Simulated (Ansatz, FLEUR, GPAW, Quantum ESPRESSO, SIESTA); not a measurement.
## MnO₂ (P4_2/mnm, 6 atoms in the cell) computed with different codes at matched settings

Self-consistent single point.

```
CELL_PARAMETERS angstrom
      4.44442     0.00000     0.00000
      0.00000     4.44442     0.00000
      0.00000     0.00000     2.89575
ATOMIC_POSITIONS crystal
  Mn 0.00000 0.00000 0.00000
  Mn 0.50000 0.50000 0.50000
  O  0.30492 0.30492 0.00000
  O  0.69508 0.69508 0.00000
  O  0.19508 0.80492 0.50000
  O  0.80492 0.19508 0.50000
```
Moments meant for the start (each program seeds them in its own way; μB, in the order of the atoms Mn Mn O O O O): 4.0 4.0 0.0 0.0 0.0 0.0.

All programs got the same cell, k-point mesh and kind of occupations, and the same starting moments (in Ansatz's words: kpoints.mp_grid.grid = 5 5 7; magnetization.spin_polarized = true; scf.occupations.method = gaussian; scf.occupations.width = 0.272 eV); potentials, basis and cutoffs are each program's usual ones.

```json
[
 {"code": "Ansatz", "model": "PBE, default PAW files", "pressure (GPa)": "-2.03", "largest force (eV/Å)": "0.114", "size of the net moment (μB/atom)": "0.99", "k-points": "24", "cutoff": "default"},
 {"code": "GPAW", "model": "PBE, GPAW PAW datasets PBE (gpaw-data 1.0.1)", "pressure (GPa)": "–", "largest force (eV/Å)": "0.049", "size of the net moment (μB/atom)": "0.99", "k-points": "24", "cutoff": "950 eV"},
 {"code": "Quantum ESPRESSO", "model": "PBE, SSSP 1.1.2 efficiency (PBE) pseudopotentials", "pressure (GPa)": "-1.01", "largest force (eV/Å)": "0.102", "size of the net moment (μB/atom)": "1.00", "k-points": "24", "cutoff": "55 Ry"},
 {"code": "SIESTA", "model": "GGA PBE, numerical atomic orbitals DZP, PseudoDojo PBE standard norm-conserving potentials (rewritten from UPF to PSML)", "pressure (GPa)": "1.58", "largest force (eV/Å)": "0.057", "size of the net moment (μB/atom)": "1.00", "k-points": "88", "cutoff": "grid 350 Ry"},
 {"code": "FLEUR", "model": "PBE, all-electron FLAPW (FLEUR), scalar-relativistic valence", "pressure (GPa)": "–", "largest force (eV/Å)": "–", "size of the net moment (μB/atom)": "0.99", "k-points": "24", "cutoff": "Kmax 4.7 1/bohr"}
]
```

A dash marks a value that a program does not give, or that is left out as unsure.

The spread over the programs that give each value: pressure within 3.61 GPa; largest force within 0.065 eV/Å; size of the net moment within 0.01 μB/atom.

The starting cell comes from a database of computed structures (which also holds hypothetical and non-ambient phases and stackings), without a prior relaxation at this level. Its lattice was rescaled by a random factor within 2.5 % of one. On Ansatz's run: The magnetic order is the one reached from the typed start; others were not searched systematically. The program warned that, by what it read of turns of the moments, another magnetic order lies lower.

Problem. Why do the programs differ, and what cannot be compared?

Solution. Differences of this kind can come from the potentials, where these differ, and from what each basis and cutoff leave unconverged. The zero of total energies and Fermi levels follows the potentials and each program's conventions, so they are not compared here. SIESTA uses small atom-centred bases, whose incompleteness enters pressures, forces and empty levels differently from a plane-wave cutoff. FLEUR treats all electrons, but the usual bases taken here (sphere radii, linearisation, local orbitals, empty states) were not tested for convergence, so the values are no reference for the others. Ansatz's pressure is given at a fixed set of plane waves, as the other plane-wave codes print theirs; with its correction for the finite basis it is -1.17 GPa (the shift of 0.86 GPa shows how far the cutoff is from converged). The pressure of GPAW is left out: its cutoff lies under the one at which its stress was checked. Site moments depend on each program's spheres or projections; the total moment of the cell does not. The programs reduce the same mesh by symmetry to different extents, which changes the work and not the result. In the pressure, SIESTA (by 3.10) lies more than 1 GPa from the median of the plane-wave programs.

Left out of this page: ABINIT (stopped by limits of time or memory).

Ansatz is an electronic-structure program.

Keys are those of Ansatz 0.2.
